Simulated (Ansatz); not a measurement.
Start from Mg$_{3}$SnO in the anti-perovskite structure (space group Pm-3m, No. 221; a = 4.3909 Å; a hypothetical phase, not in the database extracts checked).

(Cell as relaxed with PBE.)

Levels (all Ansatz, an electronic-structure program, PAW): PBE (420 eV, no spin-orbit coupling); PBEsol (420 eV, no spin-orbit coupling).

Each level relaxes its own structure.

```csv
base,PBE,PBEsol
volume per atom,16.93 Å³,16.43 Å³
lattice parameter a,4.391 Å,4.347 Å
band gap,zero,zero
```

One thing is altered: a hydrostatic pressure of 10 GPa.

```
quantity                 PBE  PBEsol
-------------------  -------  ------
lattice parameter a  4.228 Å     ___
band gap                zero     ___
```

**Question.** Given the PBE results, estimate those of PBEsol.

**Answer.** 
- lattice parameter a, PBEsol: 4.193 Å
- band gap, PBEsol: zero

PBE's lattice parameter a lies 0.0345 Å above PBEsol's (0.8 %); the two agree on the band gap. Neither level is exact; PBEsol is the comparison here, not a measurement.

Load acts through the strain it causes; cell and atoms are relaxed under it. No phonon test of stability was made. Competing high-pressure phases were not computed. All final runs are without spin polarisation. A zero or small gap of Mg3SnO can be the functional's error rather than a property of the material.
